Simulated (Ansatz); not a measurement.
SmSi2 (I4₁/amd, No. 141; cell taken from a computed entry) was calculated with r²SCAN in Ansatz (plane waves, PAW).

Numerical settings: plane-wave cutoff 500 eV, 14×14×14 k mesh, Fermi–Dirac smearing 0.05 eV, spin-polarised start, scalar-relativistic PAW data made under PBE.

Computed at the level's own relaxed cell.

Task: Estimate the volume per atom, equilibrium lattice constant a and lattice parameter c that the calculation returns.

Result: 
* **volume per atom**: 20.76 Å³/atom
* **equilibrium lattice constant a**: 4.275 Å
* **lattice parameter c**: 13.634 Å

Note: the magnetic order was assumed, not searched for or taken from measurement; the relaxation could not lower the start's symmetry, so the cell can be a saddle point above a distorted one; the 4f shell is treated without U or exact exchange, so its levels and filling can be wrong.

Spin–orbit coupling is not included.

Computed values are for the static lattice.

Computing time: about 30 core-minutes (a rough figure).

Ansatz is a first-principles code.
